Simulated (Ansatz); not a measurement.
Start from CdS in the zinc blende structure (space group F-43m, No. 216; a = 5.9267 Å).

Method: PBE (Ansatz, a program for electronic structure), spin-orbit coupling left out.

Strains are applied to the cell and any free atomic positions relax.

One change was made to it. Results:

The energy grows by 32 meV/atom; the band gap drops by 0.20 eV, from 1.04 eV to 0.84 eV; the hole mass (degenerate bands, along [100]) changes from 0.13, 0.82, 0.82 mₑ (at Γ) to 0.11, 0.94, 0.94 mₑ (at Γ); the electron mass changes from 0.12 mₑ (at Γ) to 0.10 mₑ (at Γ).

**Question.** Name the change that was made.
A) isotropic strain −2.00 %
B) isotropic strain +1.00 %
C) isotropic strain +3.00 %
D) isotropic strain −1.50 %
E) isotropic strain +1.50 %

**Answer.** C, isotropic strain +3.00 %. For comparison, the band gap in the other runs: isotropic strain +1.00 % gives 0.98 eV; isotropic strain −2.00 % gives 1.17 eV; isotropic strain −1.50 % gives 1.14 eV; isotropic strain +1.50 % gives 0.94 eV.

Effective masses come from finite differences of ±0.01 Å⁻¹. No phonon test of stability was made.
